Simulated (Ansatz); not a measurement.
An Ansatz (an electronic-structure program) run: WC with a change (biaxial strain −2.00 %, plane normal [001], relaxed out of plane); Kohn–Sham DFT with the r2SCAN functional, run in Ansatz with PAW and 500 eV plane waves, spin-orbit coupling left out.

Input:

Ansatz 0.2 input:
```yaml
crystal:
  lattice:
    - [2.8544243888, 0, 0]
    - [1.4272121944, 2.4720040339, 0]
    - [0, 0, 2.8637112161]
  atoms:
    - { symbol: W, position: [0, 0, 0] }
    - { symbol: C, position: [0.3333333333, 0.3333333333, 0.5] }
basis: { ecutwfc: 500, ecutrho_ratio: 4, xc_grid: 4, fft_grid_basis: typed }
kpoints: { mp_grid: { grid: [23, 23, 20] } }
hamiltonian:
  xc: r2scan
  dispersion: none
  pseudopotentials: { kind: paw }
scf: { occupations: { method: fermi_dirac, width: 0.1 } }
relax: { f_tol: 0.005, max_steps: 50, cell: { stress_tol: 0.01, fix: [a, b, gamma] } }
output: { forces: true, stress: true }
checkpoint: { write: state.ck, write_every: 1000 }
```

Output (explanatory and most iteration lines left out):

```
Relaxation: its limit of steps is 50 (relax.max_steps)
Pseudopotential: W, paw, valence charge 14
Pseudopotential: C, paw, valence charge 4
Crystal: 2 atoms, lattice volume = 20.207 Å³
Basis set: ecut = 500 eV, 527 PW (Γ), exchange–correlation on 96×96×96 points (64 copies of the dense FFT grid, shifted against one another)
Bands: 13, of which v1, the nominal top of the filled ones, is band 9 counted from 1 (8 counted from 0)
Symmetry: 12 space group operations
Space group: P-6m2 (ITA 187), of the structure as read, at distance tolerance 2.7e-5 Å
k-points: 616 of 10580 (time reversal used)
Functional: x = r2scan, c = r2scan; τ floored in thin density (d = 2e-4 eV/Å³)
SCF iter   1: F=—  HF=-10649.198309 eV  |F-HF|=—  |Δ(HF+E_count)|=         —  Δρ=1.12e-2  dr2=1.21e-2  dr2_τ=1.97e-1  ethr=1.77e-3  ⟨swp⟩=5.7  Hψ=44296  notcnv=0
SCF iter   2: F=—  HF=-10649.273461 eV  |F-HF|=—  |Δ(HF+E_count)|=   7.52e-2  Δρ=6.64e-3  dr2=3.01e-3  dr2_τ=6.89e-4  ethr=6.71e-5  ⟨swp⟩=2.0  Hψ=18480  notcnv=0
SCF 1 converged in 6 iterations: F = -10649.276971 eV  dr2 = 6.93e-9
relax step   1: F+E_penalty+E_count = -10649.27697058 eV  Δ(F+E_penalty+E_count) = +0.000e0 eV  max|allowed force component| = 3.701e-17 eV/Å  Δτ_max = 0.0000 Å  P = +12.023 GPa  Ω = 20.207 Å³  fix = [a, b, gamma]  reactions: a +19.398, b +19.398 GPa  (6 SCF iters, dr2 threshold 1.00e-7 eV, accepted)
[... steps on the carried basis left out ...]
relax step   4: F+E_penalty+E_count = -10649.27745514 eV  Δ(F+E_penalty+E_count) = -2.348e-7 eV  max|allowed force component| = 4.302e-16 eV/Å  Δτ_max = 0.0000 Å  P = +13.309 GPa  Ω = 20.153 Å³  energy of the carried Pulay correction = +2.910e-5 eV  fix = [a, b, gamma]  reactions: a +19.964, b +19.964 GPa  (4 SCF iters, dr2 threshold 7.66e-10 eV, accepted)
Crystal: 2 atoms, lattice volume = 20.153 Å³
SCF iter   1: F=—  HF=-10649.277427 eV  |F-HF|=—  |Δ(HF+E_count)|=         —  Δρ=1.07e-5  dr2=2.78e-9  dr2_τ=2.86e-8  ethr=1.09e-7  ⟨swp⟩=4.0  Hψ=65339  notcnv=0
SCF iter   2: F=—  HF=-10649.277426 eV  |F-HF|=—  |Δ(HF+E_count)|=   9.77e-7  Δρ=5.25e-6  dr2=6.55e-10  dr2_τ=8.28e-10  ethr=1.54e-11  ⟨swp⟩=3.5  Hψ=17759  notcnv=0
SCF 5 converged in 5 iterations: F = -10649.277426 eV  dr2 = 1.71e-13
SCF converged after 5 iterations
Free energy (F): -10649.277426 eV
Internal energy: -10649.269261 eV  (E = F + TS)
E sigma→0 (E₀):  -10649.273343 eV
Entropy (-TS):   -0.008165 eV (-4.082 meV/atom)
Fermi energy:    21.172324 eV
--- Forces (eV/Å), atoms counted from 1 ---
  atom   1  W      0.00000000    -0.00000000     0.00000000
  atom   2  C     -0.00000000    -0.00000000     0.00000000
--- Stress (GPa, compression-positive) ---
       19.964315       0.000000      -0.000000
        0.000000      19.964315      -0.000000
       -0.000000      -0.000000      -0.001970
  P = ⅓ Tr σ = 13.3089 GPa (133.089 kbar)
--- Relaxed structure (4 steps of the walk, 4 accepted, 1 SCFs on fresh bases) ---
  cell:  # Å, volume = 20.1534 Å³
    - [2.854424388810006, 5.715149109884749e-97, 1.3940886464356347e-19]
    - [1.427212194405003, 2.4720040338913347, 6.970443232178227e-20]
    - [1.3986242931100198e-19, 6.074543101080375e-34, 2.856152603485662]
  atoms:
    - { symbol: W, position: [-9.251858536388855e-18, -9.251858536388855e-18, 5.2541358241479425e-36] }
    - { symbol: C, position: [0.3333333333333333, 0.33333333333333326, 0.5] }
```

No phonon test of stability was made. All final runs are without spin polarisation. The cell was made from WC (space group P-6m2, No. 187) by this change: biaxial strain −2.00 %, plane normal [001], relaxed out of plane.
